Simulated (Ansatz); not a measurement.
Where the default PAW files enter, the runs use the earlier of Ansatz's two default sets.

Given:

```yaml
crystal:
  lattice:
    - [3.93078, 0.00000, 0.00000]
    - [-1.96539, 3.40416, 0.00000]
    - [0.00000, 0.00000, 6.11195]
  atoms:
    - { symbol: La, position: [0.66667, 0.33333, 0.75376] }
    - { symbol: La, position: [0.33333, 0.66667, 0.24624] }
    - { symbol: O, position: [0.66667, 0.33333, 0.35411] }
    - { symbol: O, position: [0.33333, 0.66667, 0.64589] }
    - { symbol: O, position: [0.00000, 0.00000, 0.00000] }
```

Space group of this cell: P-3m1. The cell is taken as given; by LDA its mean pressure is -6.3 GPa.

Transport runs along the normal of the first two printed cell vectors, the (001) plane of the conventional cell.

No gap correction and no spin-orbit coupling; mid-gap values are interpolated between computed energies.

**Question.** Estimate the band gap and the smallest decay constant κ at mid-gap that LDA (Ansatz, a quantum-chemistry and plane-wave program) returns for this system.

**Answer.** Gap 3.73 eV on a 12×12×6 mesh; κ = 0.381 1/Å, at the zone centre.
